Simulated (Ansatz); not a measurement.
Start from Co₂Si (space group P4/nmm, No. 129; a = 3.406 Å, c = 5.694 Å; ferromagnetic; a hypothetical phase, not in the database extracts checked).

Method: PBEsol, PAW, 420 eV (Ansatz, an electronic-structure program; scalar-relativistic without spin-orbit coupling).

For the base:

The pressure is 0.0 GPa, the largest site moment is 0.81 μB and the magnetic state is ferromagnetic. The band gap is zero.

The change: the cell is scaled by 1.0120 in all directions, atoms relaxed at fixed cell.

What does the calculation give for the pressure, energy relative to the base, largest site moment, magnetic state and band gap after the change?

The pressure (mean of the normal stresses, compression positive) goes from zero to -7.2 GPa; the energy rises by 9.3 meV/atom; the largest site moment increases by 0.08 μB to 0.89 μB; the magnetic state is still ferromagnetic; the band gap is still zero.

Other magnetic orders, which the real material may have, were not ruled out. The cells carry an imposed strain or load. Stability against distortions was not tested.
